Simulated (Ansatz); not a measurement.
## Response to strain in Rh

Take Rh in the fcc (Cu type) structure (space group Fm-3m, No. 225; a = 3.802 Å; relaxed with 0.1 eV smearing) as the base. Axes: x, y, z lie along the cube axes.

Strains are applied to the cell and any free atomic positions relax; under biaxial strain the out-of-plane vector relaxes too.

Level of theory: Ansatz (a quantum-chemistry and plane-wave program), r2SCAN, PAW, cutoff 500 eV, no spin-orbit coupling.

| biaxial strain, plane normal [111], relaxed out of plane (%) | out-of-plane strain (%) |
|---|---|
| -2.5 | 1.45 |
| -2.08 | 1.19 |
| -1.67 | 0.95 |
| -1.25 | 0.71 |
| -0.83 | ? |
| -0.42 | 0.23 |
| 0 | 0.00 |

Q: Fit ε⊥ = −νε + γε² (strains in %) to the rows shown and predict the withheld row.

A: Least squares on the printed values gives ν = 0.55 (the biaxial Poisson response) and γ = 0.012 (largest residual 0.00 %); this predicts 0.46 %, and the run gives 0.47 %, in agreement.

Stability against distortions was not tested. The final runs are not spin-polarised.
